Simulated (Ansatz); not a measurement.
**CaO, element substitutions**

Take CaO in the rock salt structure (space group Fm-3m, No. 225) as the base.

```
CELL_PARAMETERS angstrom
      0.00000     2.39740     2.39740
      2.39740     0.00000     2.39740
      2.39740     2.39740     0.00000
ATOMIC_POSITIONS crystal
  O  0.00000 0.00000 0.00000
  Ca 0.50000 0.50000 0.50000
```

Each row replaces one element on all its sites; cell and atoms are relaxed.

The values are results of r2SCAN in Ansatz (plane waves to 500 eV, PAW, no spin-orbit coupling), not measurements.

Candidates:
(a) O → F
(b) O → Se
(c) Ca → Sr

Base values:

- Band gap: 4.20 eV

Task: Order them by band gap, highest first.

Result: (c) Ca → Sr (3.80 eV), (b) O → Se (2.52 eV), (a) O → F (zero)

The magnetic state is the one reached from the starting moments; the real material's order can differ, and small cells can't hold many antiferromagnetic ones. No phonon test of stability was made.

Ansatz is a quantum-chemistry and plane-wave program.
